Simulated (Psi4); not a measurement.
Psi4 1.11, unrestricted BP86/def2-svpd: [O]=[Ti], charge 0, multiplicity 3, 2 atoms. The geometry is a generated start, not checked to be a minimum at this level.

```
Item                                  Value
--------------------------  ---------------
task                                 energy
method                                 bp86
basis                             def2-svpd
memory                                 3 GB
maxiter                                 100
keys of the molecule block      symmetry c1
scf_type                       df (default)
diis_max_vecs                  10 (default)
e_convergence               1e-06 (default)
d_convergence               1e-06 (default)
dft_radial_points              75 (default)
dft_spherical_points          302 (default)
basis functions                          57
grid points                           44066
```

```xyz
2

Ti     0.0264    -0.0144    -0.8388
O     -0.0264     0.0144     0.8388
```

Charge 0 and multiplicity 3 are set for this test and not shown to be the ground state.

With the defaults (diis = true, scf_initial_accelerator = adiis, damping_percentage = 0, guess = auto, which took SAD, level_shift = 0, level_shift_cutoff = 0.01, soscf = false, soscf_start_convergence = 0.01) it converges in 11 SCF iterations. One run each on 2 threads, with these changes:
- soscf = true, soscf_start_convergence = 0.1
- guess = gwh
- guess = sapgau
- damping_percentage = 20
- level_shift = 0.5, level_shift_cutoff = 0.001
- guess = sap
- guess = huckel
- soscf = true, soscf_start_convergence = 0.001
- diis = false, scf_initial_accelerator = none, damping_percentage = 60

Problem. Which of these changes keep the SCF from converging, or lead it to another solution?

Solution. No convergence: diis = false, scf_initial_accelerator = none, damping_percentage = 60 (the run ends without SCF convergence in 100 iterations). The rest reach the solution of the defaults.

```tsv
setting	SCF iterations	JK calls	end
soscf = true, soscf_start_convergence = 0.001	10	21	same solution
the defaults	11	12	same solution
guess = sapgau	11	11	same solution
guess = huckel	12	26	same solution
guess = sap	13	13	same solution
guess = gwh	14	14	same solution
level_shift = 0.5, level_shift_cutoff = 0.001	23	24	same solution
damping_percentage = 20	23	24	same solution
soscf = true, soscf_start_convergence = 0.1	51	212	same solution
diis = false, scf_initial_accelerator = none, damping_percentage = 60	100	101	no convergence
```

An SOSCF iteration holds several JK calls; a Hückel guess adds calls on atoms. 1 further run of the study ended by our limits or in an error and is left out.
